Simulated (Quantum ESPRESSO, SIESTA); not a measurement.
A Quantum ESPRESSO input for a self-consistent single point of CsCaH₃ (Pm-3m, 5 atoms in the cell) (DFT, PBEsol, plane waves, PseudoDojo standard norm-conserving (PBESOL) pseudopotentials):

```fortran
&control
 calculation = 'scf'
 prefix = 'pwscf'
 outdir = './out'
 pseudo_dir = './'
 verbosity = 'high'
 tprnfor = .true.
 tstress = .true.
/
&system
 ibrav = 0
 celldm(1) = 8.5581274225
 nat = 5
 ntyp = 3
 ecutwfc = 75
 occupations = 'smearing'
 smearing = 'fermi-dirac'
 degauss = 0.000734986
/
&electrons
 conv_thr = 1.0e-11
/
ATOMIC_SPECIES
Cs   132.9055  Cs.upf
Ca    40.0780  Ca.upf
H      1.0080  H.upf
ATOMIC_POSITIONS angstrom
Cs    0.0000000000    0.0000000000    0.0000000000
Ca    2.2643830000    2.2643830000    2.2643830000
H     2.2643830000    0.0000000000    2.2643830000
H     0.0000000000    2.2643830000    2.2643830000
H     2.2643830000    2.2643830000    0.0000000000
K_POINTS automatic
6 6 6  0 0 0
CELL_PARAMETERS alat
   1.0000000000     0.0000000000     0.0000000000
   0.0000000000     1.0000000000     0.0000000000
   0.0000000000     0.0000000000     1.0000000000
```

Task: Give the SIESTA input for the same structure, mesh, smearing and functional.

Result: One input that does it (others would too):

```
# files in the folder: Cs.psml Ca.psml H.psml (PseudoDojo PBEsol standard)
SystemName  CsCaH3
SystemLabel siesta

NumberOfAtoms                5
NumberOfSpecies              3
%block ChemicalSpeciesLabel
  1 55 Cs
  2 20 Ca
  3 1 H
%endblock ChemicalSpeciesLabel
LatticeConstant              1.0 Bohr
%block LatticeVectors
     8.558127423    0.000000000    0.000000000
     0.000000000    8.558127423    0.000000000
     0.000000000    0.000000000    8.558127423
%endblock LatticeVectors
AtomicCoordinatesFormat      Ang
%block AtomicCoordinatesAndAtomicSpecies
     0.000000000    0.000000000    0.000000000  1
     2.264383000    2.264383000    2.264383000  2
     2.264383000    0.000000000    2.264383000  3
     0.000000000    2.264383000    2.264383000  3
     2.264383000    2.264383000    0.000000000  3
%endblock AtomicCoordinatesAndAtomicSpecies

XC.functional                GGA
XC.authors                   PBEsol
PAO.BasisSize                DZP
PAO.EnergyShift              0.005 Ry
MeshCutoff                   400 Ry
%block kgrid.MonkhorstPack
    6   0   0  0.0
    0   6   0  0.0
    0   0   6  0.0
%endblock kgrid.MonkhorstPack
OccupationFunction           FD
ElectronicTemperature        10.0 meV

MaxSCFIterations             150
SCF.Mixer.Method             Pulay
SCF.Mixer.Weight             0.25
SCF.Mixer.History            6
SCF.DM.Tolerance             1.0E-05
Diag.ParallelOverK           true
WriteForces                  true
```

Basis, cutoffs, solver keys and any potentials are the target program's own. This input uses DFT, GGA PBEsol, numerical atomic orbitals DZP, PseudoDojo PBEsol standard norm-conserving potentials (rewritten from UPF to PSML). Both were run: pressure 0.16 GPa in Quantum ESPRESSO and 3.71 in SIESTA; gap on the mesh 2.873 eV in Quantum ESPRESSO and 4.562 in SIESTA.

On SIESTA: the starting cell comes from a database of computed structures (which also holds hypothetical and non-ambient phases and stackings), without a prior relaxation at this level. For this run, on top of that: lattice scaled by 0.98. Values carry the incompleteness of an atom-centred basis. The basis of the alkali or alkaline-earth atoms may lack their empty d shell, which can raise the gap. With a pressure of about 4 GPa the cell is away from its equilibrium volume at this level.

On Quantum ESPRESSO: the starting cell comes from a database of computed structures (which also holds hypothetical and non-ambient phases and stackings), without a prior relaxation at this level. For this run, on top of that: lattice scaled by 0.98.
